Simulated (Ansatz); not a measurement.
System: rutile MgH₂. Method: PBEsol (plane waves, PAW; Ansatz, a program for electronic structure).

Numerical settings: plane-wave cutoff 520 eV, 8×8×12 k mesh (along the axes of the cell as run), Fermi–Dirac smearing 0.01 eV, scalar-relativistic PAW data made under PBE.

Cell (relaxed at this level):

```cif
data_H4Mg2
_chemical_formula_sum 'Mg2 H4'
_space_group_name_H-M_alt 'P 1'
_space_group_IT_number 1
_cell_length_a 4.47647
_cell_length_b 4.47647
_cell_length_c 3.00756
_cell_angle_alpha 90.000
_cell_angle_beta 90.000
_cell_angle_gamma 90.000
loop_
_space_group_symop_operation_xyz
  'x, y, z'
loop_
_atom_site_label
_atom_site_type_symbol
_atom_site_fract_x
_atom_site_fract_y
_atom_site_fract_z
_atom_site_occupancy
Mg1 Mg 0.00000 0.00000 0.00000 1
Mg2 Mg 0.50000 0.50000 0.50000 1
H1 H 0.30450 0.30450 0.00000 1
H2 H 0.80450 0.19550 0.50000 1
H3 H 0.19550 0.80450 0.50000 1
H4 H 0.69550 0.69550 0.00000 1
```

### Question
Estimate the band gap, bulk modulus, direct gap at Γ, pressure derivative B′ of the bulk modulus and smallest direct gap on the k points sampled that the calculation returns.

### Answer

* **band gap**: 3.47 eV (indirect)
* **bulk modulus**: 50.0 GPa
* **direct gap at Γ**: 4.87 eV
* **pressure derivative B′ of the bulk modulus**: 3.5
* **smallest direct gap on the k points sampled**: 4.40 eV

Measured, for comparison: bulk modulus 49 ± 2 GPa (room temperature, not corrected to a static lattice, measured on MgD2; as tabulated in abstract on rutile-type MgD2 by neutron diffraction to 9.3 GPa, listed at scite). Computed (rounded) less measured: bulk modulus +2 % (inside the measured uncertainty). A static lattice is as a rule a little smaller and stiffer than an uncorrected measurement, which narrows the difference in the bulk modulus and would widen misses of the other sign.

Note: the bulk modulus comes from volumes at which shape and atoms were relaxed.

Cost on a shared machine: roughly 2.4 core-minutes.
